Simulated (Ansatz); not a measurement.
Functionals compared on N on the 1x1 (0001) surface of hcp Co, ferromagnetic, one in a 2x2 cell, started at the site 'hollow Co-Co-Co over Co at depth 2.0 Å', in Ansatz (plane waves, PAW). The structure was relaxed with PBE; the other rows are single points on it, each with its references at the same level. Cutoff 420 eV.

Model: 17-atom slab, 6.0 Å thick at the start under the adsorbate (thin: gaps and levels are the slab's own), 7x7x1 mesh, Fermi-Dirac 0.1 eV, dipole correction, 8 atoms held, the rest relaxed; symmetry of the start imposed; spin-polarised, no spin-orbit, no U, no dispersion correction. At the end it is bonded to 3 Co. In PBE it is, or lies within 0.03 eV of, the lowest of the starts that converged. These notes are the PBE run's. RPBE: The program's check for a lower electronic state was not made. Adsorption energies are against ½ N2(g). A negative adsorption energy means that the adsorbate is more stable on the surface than in its reference.

| functional | adsorption energy (eV) | work function of the top face (eV) | change of the work function (eV) | magnetic moment of the cell (μB) | rough cost of the single point |
|---|---|---|---|---|---|
| PBE | -0.38 | 5.44 | 0.47 | 24.77 | – |
| RPBE | ? | ? | ? | 25.02 | roughly 4 core-minutes |

Task: Complete the blanks.

Result: 
- RPBE, adsorption energy (eV): -0.01
- RPBE, work function of the top face (eV): 5.28
- RPBE, change of the work function (eV): 0.47

Ansatz is a program for electronic structure.
